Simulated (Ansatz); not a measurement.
Consider Sn vacancy in rutile SnO2, charge state -4. The step: one Sn atom jumps into the vacancy from a nearby Sn site; the atom moves 3.07 Å along (0.00, 0.00, -0.95) of the unit cell; the moving atom starts with neighbours 2 O at 1.98, 2 O at 2.13, 2 O at 2.15 Å and ends with 2 O at 1.98, 2 O at 2.13, 2 O at 2.15 Å. DFT values are from Ansatz (plane-wave PAW, 420 eV unless said) in a cell of 72 host sites, spin-restricted, static, with no finite-size correction. The charge state is imposed; whether it is stable for some Fermi level was not computed. Forms of the defect that were not tried may lie lower. For the PBE band: the saddle point's order was not checked, and it lies on a symmetry element of the cell, where a band can be held.

```json
[
 {"Level": "CHGNet universal potential (has no charge state), its own band", "Forward barrier (eV)": "2.06", "Cost of the band or of the saddle's single point": "-"},
 {"Level": "PBE, one k-point at (0.250, 0.250, 0.250), band relaxed", "Forward barrier (eV)": "2.71", "Cost of the band or of the saddle's single point": "very roughly 40 core-minutes"},
 {"Level": "PBE, a 2×2×2 k-point mesh shifted by half a step, same geometries", "Forward barrier (eV)": "2.71", "Cost of the band or of the saddle's single point": "very roughly 2.3 core-minutes"},
 {"Level": "r2SCAN at 500 eV, one k-point at (0.250, 0.250, 0.250), same geometries", "Forward barrier (eV)": "___", "Cost of the band or of the saddle's single point": "around 80 core-seconds (rough)"}
]
```

Problem. What belongs in the gaps?

Solution. 
- r2SCAN at 500 eV, one k-point at (0.250, 0.250, 0.250), same geometries, Forward barrier (eV): 2.90

Ansatz is a first-principles code.
